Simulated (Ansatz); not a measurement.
Consider a periodic stack without vacuum, hexagonal La2O3 (0 0 1) on zinc-blende GaAs (1 1 1) (film strained to the substrate, faces as cut): substrate slab As4Ga4, film La2O5, surface cells [[-1, 1], [-1, 0]] and [[0, -1], [1, 0]], film strained by +3.1 and +3.1 %, faces Ga/As and O/O as cut (like faces can put a slab off its formula). Its start:

```xyz
15
Lattice="4.0628 0.0000 -0.1531 2.0314 3.5185 -0.0712 1.0062 -0.2592 21.5348" Properties=species:S:1:pos:R:3 pbc="T T T"
As     1.4262     0.6961     1.4380
As     3.8309     1.8514     4.7007
As     5.8529     2.9563     7.9671
As     1.5317     0.4996    12.7521
Ga     1.3659     3.0385     0.4572
Ga     1.7703     0.6815     3.9013
Ga     3.7846     1.7851     7.1483
Ga     5.5266     2.9759    10.4415
La     2.0506     0.4970    18.9674
La     3.9639     1.6100    15.7829
O      6.0128     2.7598    16.2445
O      1.8359     0.4022    14.4662
O      4.1223     1.4704    12.5828
O      0.1998    -0.7527    20.2304
O      4.0996     1.6141    18.2034
```

The start was prepared with a machine-learned potential, and the result is one local minimum, with the in-plane cell held and forces under 0.04 eV/Å; the film can end far from its bulk form.

These are PBE (plane waves to 420 eV, PAW; Ansatz, a quantum-chemistry and plane-wave program) values and carry that method's errors. Scalar-relativistic, without spin–orbit coupling; the runs are not spin-polarised; PBE gaps are too small against experiment. Its k-point mesh 7×7×1, Fermi–Dirac width 0.05 eV.

Question: Predict the relaxed interface.

Answer: interface area: 14.3 Å²
period: 20.46 Å
gaps between the outermost planes at the two interfaces: 0.17 and 1.84 Å
As–La contacts across the interfaces within 1.22 times the sum of covalent radii: 3, mean 3.82 Å
Ga–La contacts across the interfaces within 1.22 times the sum of covalent radii: 3, mean 3.86 Å
As–O contacts across the interfaces within 1.22 times the sum of covalent radii: 2, mean 1.74 Å
Ga–O contacts across the interfaces within 1.22 times the sum of covalent radii: 2, mean 1.88 Å
two interfaces: unlike, so that offsets are their mean
